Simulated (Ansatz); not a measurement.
System: TiZn2O4 (Imma, No. 74, 14 atoms in the cell; start mp-33631). Method: r²SCAN (Ansatz, an electronic-structure program, plane waves, PAW).

Numerical settings: plane-wave cutoff 560 eV, 8×8×8 k mesh, Fermi–Dirac smearing 0.01 eV, no spin polarisation, scalar-relativistic PAW data made under PBE.

Cell (relaxed with PBEsol):

TiZn2O4 is taken in the orthorhombic space group Imma (No. 74), Pearson symbol oI28. Cell: a = 5.8677 Å, b = 5.9389 Å, c = 8.6159 Å, α = β = γ = 90.00°. Ti on 4b sees 6 O at 1.944–1.986 Å (octahedral). Zn1 on 4e is surrounded by 4 O at 1.951–1.992 Å (tetrahedral). Zn2 on 4d is surrounded by 4 O at 2.043 Å and 2 O at 2.192 Å (octahedral). O1 on 8h sees 1 Ti at 1.944 Å and 3 Zn at 1.951–2.043 Å. O2 on 8i has 2 Ti at 1.986 Å and 1 Zn at 1.992 Å and 1 Zn at 2.192 Å. (Neighbours: up to the widest gap in distance over summed covalent radii, below 1.35, at either atom; cation-cation and far metal-metal contacts left out.)
(The calculation used a cell of 14 atoms; values per cell refer to that cell.)

Q: What does this level give for the band gap, smallest direct gap on the k points sampled and Γ–Γ gap?

A: 
- band gap: 1.84 eV (indirect)
- smallest direct gap on the k points sampled: 2.07 eV
- Γ–Γ gap: 2.42 eV

Note: cell and atoms aren't relaxed at this level (largest force component 0.06 eV/Å, pressure 1.1 GPa).

A start named mp-… is a Materials Project structure, which need not be a measured phase.
